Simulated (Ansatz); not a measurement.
The starting structures come from a database of crystals and need not be the phases stable at ambient conditions.

 Where the default PAW files enter, the runs use the earlier of Ansatz's two default sets.

Data:

```
HfO2
1.0
    3.26693     0.00000     0.00000
    0.00000     6.37490     0.00000
    0.00000     0.00000     5.44527
Hf O
4 8
Direct
  0.75000   0.89213   0.75132
  0.25000   0.10787   0.24868
  0.25000   0.39213   0.74868
  0.75000   0.60787   0.25132
  0.25000   0.65855   0.97921
  0.75000   0.34145   0.02079
  0.75000   0.15855   0.52079
  0.25000   0.84145   0.47921
  0.25000   0.07660   0.86050
  0.75000   0.92340   0.13950
  0.75000   0.57660   0.63950
  0.25000   0.42340   0.36050
```

Space group of this cell: Pnma. The cell is strained (all lengths scaled by 0.98); by r2SCAN its mean pressure is 16.0 GPa.

Transport runs along the normal of the first two printed cell vectors.

The gap is the functional's own. No spin-orbit coupling. Mid-gap values are interpolated on the energy grid.

**Question.** Predict the band gap and the smallest decay constant κ at mid-gap from r2SCAN (Ansatz, a program for electronic structure).

**Answer.** Gap 4.12 eV on a 10×6×6 mesh; κ = 0.462 1/Å, at the zone centre.
